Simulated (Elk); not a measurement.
Elk run on Cd (P6_3/mmc, 4 atoms in the cell): self-consistent single point.

Method: PBE, all-electron FP-LAPW, Elk's shipped species files, APW+lo basis with extra local orbitals in Elk.

The change in words: lattice scaled by 0.98. Reference geometry:
```
CELL_PARAMETERS angstrom
      3.18870     0.00000     0.00000
     -1.59435     2.76150     0.00000
      0.00000     0.00000    10.25967
ATOMIC_POSITIONS crystal
  Cd 0.00000 0.00000 0.00000
  Cd 0.00000 0.00000 0.50000
  Cd 0.33333 0.66667 0.25000
  Cd 0.66667 0.33333 0.75000
```

Reference input (self-consistent single point, DFT, PBE, all-electron FP-LAPW, Elk's shipped species files, APW+lo basis with extra local orbitals): xctype = 20; rgkmax = 8; stype = 0; swidth = 0.00367493 Ha; ngridk = 8 8 3; tforce = true; gmaxvr = 18 1/bohr; lmaxapw = 10; lmaxo = 8; nxlo = 2; lorbcnd = true; lradstp = 2. This run's input differs from it in these lines:

```diff
@@ -46,5 +46,5 @@
 avec
-    3.1887036137   -0.0000004104    0.0000000000
-   -1.5943514515    2.7614985398    0.0000000000
-    0.0000000000    0.0000000000   10.2596750000
+    3.1249295583   -0.0000003975    0.0000000000
+   -1.5624644349    2.7062685813    0.0000000000
+    0.0000000000    0.0000000000   10.0544820000
```

Log, with long lists cut:

```
│ Self-consistent loop started │
│ Loop number : 1 │
 total energy                :     -22392.6474386
│ Loop number : 2 │
 total energy                :     -22392.8416838
RMS change in Kohn-Sham potential (target) :   0.6724931962E-01 (  0.1000000000E-05)
Absolute change in total energy (target)   :   0.1942452154     (  0.1000000000E-03)
│ Loop number : 3 │
 total energy                :     -22392.7742642
RMS change in Kohn-Sham potential (target) :   0.6691021316E-01 (  0.1000000000E-05)
Absolute change in total energy (target)   :   0.1885834379E-01 (  0.1000000000E-03)
│ Loop number : 4 │
   [... lines left out ...]
Absolute change in total energy (target)   :   0.8459131168E-03 (  0.1000000000E-03)
│ Loop number : 14 │
 total energy                :     -22384.1766243
RMS change in Kohn-Sham potential (target) :   0.4552497507E-07 (  0.1000000000E-05)
Absolute change in total energy (target)   :   0.2382945167E-03 (  0.1000000000E-03)
│ Loop number : 15 │
 total energy                :     -22384.1766191
RMS change in Kohn-Sham potential (target) :   0.1397456150E-07 (  0.1000000000E-05)
Absolute change in total energy (target)   :   0.6484561527E-04 (  0.1000000000E-03)
Convergence targets achieved

│ Loop number : 16 │

Energies :
 Fermi                       :     0.251780727910
 total energy                :     -22384.1766184

Density of states at Fermi energy :    41.67219265
 (states/Hartree/unit cell)

Estimated indirect band gap :   0.7752053473E-02
 from k-point     10 to k-point     18
Estimated direct band gap   :   0.1437238699E-01
 at k-point     10

Charges :
 core                        :    120.0000000
 valence                     :    72.00000000
 interstitial                :    5.408164272
 muffin-tins (core leakage)
  species :    1 (Cd)
   atom    1                 :    46.64584477     (  0.2411899473E-03)
   atom    2                 :    46.64584477     (  0.2411899473E-03)
   atom    3                 :    46.65007310     (  0.2413529504E-03)
   [... lines left out ...]
   total force               :     0.00000000   -0.00000000   -0.00000000
   total magnitude           :     0.00000000
  atom :    4
   Hellmann-Feynman          :     0.00000000   -0.00000000   -0.00000000
   IBS                       :    -0.00000000    0.00000000    0.00000000
   total force               :    -0.00000000    0.00000000    0.00000000
   total magnitude           :     0.00000000
```

The run converged in 16 iterations. The count includes the last loop, which Elk runs after its targets are met. Against the reference run the total energy rises by 10.6 meV/atom.

The starting cell was generated: these elements placed on a structure prototype, without a prior relaxation; it need not be a known phase or ordering of this composition. Its lattice was rescaled by a random factor within 2.5 % of one. For this run, on top of that: lattice scaled by 0.98. Values depend on the basis (sphere radii, cutoffs, local orbitals), which need not be converged. The log's line on a gap gives a spacing of levels on this mesh, which the program prints for metals too.

Cost on one core of a shared machine: roughly 2 min.
